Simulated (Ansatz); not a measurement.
# A computed series for ZnS: response to strain

Take ZnS in the zinc blende structure (space group F-43m, No. 216; a = 5.3565 Å) as the base. Axes: x, y, z lie along the cube axes.

Strains are applied to the cell and any free atomic positions relax; under biaxial strain the out-of-plane vector relaxes too.

The values are results of Ansatz (a first-principles code), PBEsol, PAW, cutoff 420 eV, no SOC, not measurements.

Notes on the quantities. energy relative to the base: free energy F.

| case | electron mass | band gap | space group | energy relative to the base | shortest interatomic distance |
|---|---|---|---|---|---|
| base | 0.17 mₑ (at Γ) | 2.09 eV | F-43m (No. 216) | 0 meV/atom | 2.319 Å |
| biaxial strain +2.45 %, plane normal [001], relaxed out of plane | 0.16 mₑ (at Γ) | 1.89 eV | I-4m2 (No. 119) | +6.4 meV/atom | 2.335 Å |
| biaxial strain +3.05 %, plane normal [001], relaxed out of plane | 0.16 mₑ (at Γ) | 1.84 eV | I-4m2 (No. 119) | +9.8 meV/atom | 2.339 Å |
| biaxial strain −2.89 %, plane normal [110], relaxed out of plane | – | 2.07 eV | Imm2 (No. 44) | +15 meV/atom | 2.286 Å |
| biaxial strain +0.54 %, plane normal [110], relaxed out of plane | 0.17 mₑ (at Γ) | 2.02 eV | Imm2 (No. 44) | +0.5 meV/atom | 2.323 Å |
| biaxial strain −1.70 %, plane normal [111], relaxed out of plane | 0.16 mₑ out of plane, 0.18 mₑ in plane (at Γ) | 2.11 eV | R3m (No. 160) | +5.7 meV/atom | 2.299 Å |
| isotropic strain −2.27 % | 0.18 mₑ (at Γ) | 2.39 eV | F-43m (No. 216) | +24 meV/atom | 2.267 Å |
| uniaxial strain ε_yy = +2.46 % | 0.16 mₑ (at Γ) | 1.95 eV | I-4m2 (No. 119) | +3.8 meV/atom | 2.339 Å |
| uniaxial strain ε_yy = +2.61 % | 0.16 mₑ (at Γ) | 1.94 eV | I-4m2 (No. 119) | +4.3 meV/atom | 2.340 Å |
| tensor shear ε_xy = +0.46 % | 0.17 mₑ (at Γ) | 2.06 eV | Imm2 (No. 44) | +0.2 meV/atom | 2.318 Å |

A biaxial case was relaxed in a doubled cell and then solved in the primitive one. Masses are band curvatures over ±0.01 Å⁻¹ around the edge. Whether these cells are dynamically stable was not tested.
